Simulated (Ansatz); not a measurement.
The reference is TiO₂ in the anatase structure (space group I4_1/amd, No. 141).

Space group I4₁/amd, origin choice 1 (No. 141); a = 3.7393 Å, b = 3.7393 Å, c = 9.4551 Å, α = 90.00°, β = 90.00°, γ = 90.00°

```json
[
 {"atom": "Ti", "site": "4a", "symmetry": "-4m2", "x": "0.0000", "y": "0.0000", "z": "0.0000"},
 {"atom": "O", "site": "8e", "symmetry": "2mm.", "x": "0.0000", "y": "0.0000", "z": "0.2080"}
]
```
(The calculation used a cell of 6 atoms; values per cell refer to that cell.)

Level of theory: LDA (Ansatz, an electronic-structure program), no spin-orbit coupling.

Strains are applied to the cell and any free atomic positions relax.

One change was made to it. Results:

| quantity | base | after |
|---|---|---|
| width of the top valence band | 0.86 eV | 0.77 eV |
| mean gap deformation potential ΔEg/Δln V | – | -0.8 eV |
| energy relative to the base (free energy F) | 0 meV/atom | +35 meV/atom |

Q: Which of these changes matches the shifts?
A) isotropic strain +2.40 %
B) isotropic strain +1.20 %
C) isotropic strain +3.00 %

A: A, isotropic strain +2.40 %. For comparison, the energy relative to the base in the other runs: isotropic strain +3.00 % gives +54 meV/atom; isotropic strain +1.20 % gives +9.2 meV/atom.

Whether these cells are dynamically stable was not tested. The final runs are not spin-polarised.
